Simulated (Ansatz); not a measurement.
The reference is YN in the rock salt structure (space group Fm-3m, No. 225; a = 4.896 Å). Axes: x, y, z lie along the cube axes.

Level of theory: r2SCAN in Ansatz (plane waves to 500 eV, PAW, spin-orbit coupling left out).

For the base:

- Band gap: 0.58 eV
- Valence-band top at Γ: 0.00, 0.00, 0.00 eV
- Smallest direct gap: 0.98 eV

Modification: biaxial strain −1.25 %, plane normal [111], relaxed out of plane (Cartesian); in-plane vectors clamped, the third vector and the atoms free.

Q: How does this affect the band gap?

A: The band gap drops by 0.06 eV (0.58 eV → 0.52 eV).

Q: Predict the new energy relative to the base.

A: The energy goes up by 5.7 meV/atom.

Q: How does this affect the valence-band top at Γ?

A: The valence-band top at Γ (three highest levels, from the VBM) goes from 0.00, 0.00, 0.00 eV to 0.00, 0.00, -0.09 eV.

Q: What happens to the smallest direct gap?

A: The smallest direct gap drops by 0.087 eV to 0.90 eV.

No phonon test of stability was made.

Ansatz is a first-principles code.
